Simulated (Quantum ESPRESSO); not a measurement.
Worked example: self-consistent single point of PdAu3 (Pm-3m, 4 atoms in the cell) in Quantum ESPRESSO.

Level of theory: LDA (PZ), GBRV 1.5 ultrasoft (LDA) pseudopotentials (plane waves; Quantum ESPRESSO).

```
CELL_PARAMETERS angstrom
      4.07108     0.00000     0.00000
      0.00000     4.07108     0.00000
      0.00000     0.00000     4.07108
ATOMIC_POSITIONS crystal
  Pd 0.00000 0.00000 0.00000
  Au 0.00000 0.50000 0.50000
  Au 0.50000 0.00000 0.50000
  Au 0.50000 0.50000 0.00000
```

Reference input (self-consistent single point, DFT, PBEsol, plane waves, GBRV 1.5 ultrasoft (PBESOL) pseudopotentials): ecutwfc = 40 Ry; ecutrho = 320 Ry; occupations = smearing; smearing = gauss; degauss = 0.019992 Ry; potentials = {Pd: pd_pbesol_v1.4.uspp.F.UPF, Au: au_pbesol_v1.uspp.F.UPF}; K_POINTS = automatic 11 11 11 0 0 0; conv_thr = 1e-10 Ry; mixing_beta = 0.3. This run's input differs from it in these lines:

```diff
@@ -24,4 +24,4 @@
 ATOMIC_SPECIES
-Pd   106.4200  pd_pbesol_v1.4.uspp.F.UPF
-Au   196.9666  au_pbesol_v1.uspp.F.UPF
+Pd   106.4200  pd_lda_v1.4.uspp.F.UPF
+Au   196.9666  au_lda_v1.uspp.F.UPF
 ATOMIC_POSITIONS {bohr}
```

Log, with long lists cut:

```
     Self-consistent Calculation

     iteration #  1     ecut=    40.00 Ry     beta= 0.30

     negative rho (up, down):  7.607E-02 0.000E+00

     total energy              =    -543.38209756 Ry
     estimated scf accuracy    <       1.01728403 Ry

     iteration #  2     ecut=    40.00 Ry     beta= 0.30

     negative rho (up, down):  7.682E-02 0.000E+00

     total energy              =    -543.50500748 Ry
     estimated scf accuracy    <       0.38385981 Ry

     iteration #  3     ecut=    40.00 Ry     beta= 0.30

     negative rho (up, down):  7.718E-02 0.000E+00

     total energy              =    -543.56049041 Ry
     estimated scf accuracy    <       0.03231571 Ry

   [... 10 blocks of this kind left out ...]

     iteration # 14     ecut=    40.00 Ry     beta= 0.30

     negative rho (up, down):  7.810E-02 0.000E+00

     total energy              =    -543.56403022 Ry
     estimated scf accuracy    <          1.4E-10 Ry

     iteration # 15     ecut=    40.00 Ry     beta= 0.30

     negative rho (up, down):  7.810E-02 0.000E+00
     End of self-consistent calculation

     the Fermi energy is    15.1451 ev

!    total energy              =    -543.56403022 Ry
     estimated scf accuracy    <          2.1E-11 Ry
     smearing contrib. (-TS)   =      -0.00408360 Ry
     internal energy E=F+TS    =    -543.55994662 Ry

     convergence has been achieved in  15 iterations

     negative rho (up, down):  7.810E-02 0.000E+00

     Forces acting on atoms (cartesian axes, Ry/au):

     atom    1 type  1   force =     0.00000000    0.00000000    0.00000000
   [... zero for the other atoms too ...]

     Total force =     0.000000     Total SCF correction =     0.000000

     negative rho (up, down):  7.810E-02 0.000E+00
          total   stress  (Ry/bohr**3)                   (kbar)     P=     -101.72
  -0.00069145   0.00000000   0.00000000         -101.72        0.00        0.00
   0.00000000  -0.00069145   0.00000000            0.00     -101.72        0.00
   0.00000000   0.00000000  -0.00069145            0.00        0.00     -101.72

   JOB DONE.
```

The run converged in 15 iterations. Against the reference run the pressure goes from -5.48 to -10.17 GPa.

The starting cell comes from a database of computed structures (which also holds hypothetical and non-ambient phases and stackings), without a prior relaxation at this level. Spin polarisation is off. With a pressure of about -10 GPa the cell is away from its equilibrium volume at this level.

Cost on one core of a shared machine: roughly 70 s.
